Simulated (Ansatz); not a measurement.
Consider Rh in the fcc (Cu type) structure (space group Fm-3m, No. 225; a = 3.8015 Å; relaxed with 0.1 eV smearing). Axes: x, y, z lie along the cube axes.

Method: plane-wave PAW DFT at the r2SCAN level (Ansatz, a quantum-chemistry and plane-wave program, 500 eV), no spin-orbit coupling.

Strains are applied to the cell and any free atomic positions relax.

One change was made to it. Results:

```csv
quantity,base,after
"pressure (mean of the normal stresses, compression positive)",0.0 GPa,6.0 GPa
energy relative to the base (free energy F),0 meV/atom,+7.9 meV/atom
```

Q: Which change produced these results?
A. uniaxial strain ε_zz = −1.00 %
B. uniaxial strain ε_zz = −2.00 %
C. uniaxial strain ε_zz = −0.50 %
D. uniaxial strain ε_zz = −3.00 %

A: B, uniaxial strain ε_zz = −2.00 %. For comparison, the energy relative to the base in the other runs: uniaxial strain ε_zz = −0.50 % gives +0.5 meV/atom; uniaxial strain ε_zz = −3.00 % gives +18 meV/atom; uniaxial strain ε_zz = −1.00 % gives +1.9 meV/atom.

No phonon test of stability was made. All final runs are without spin polarisation.
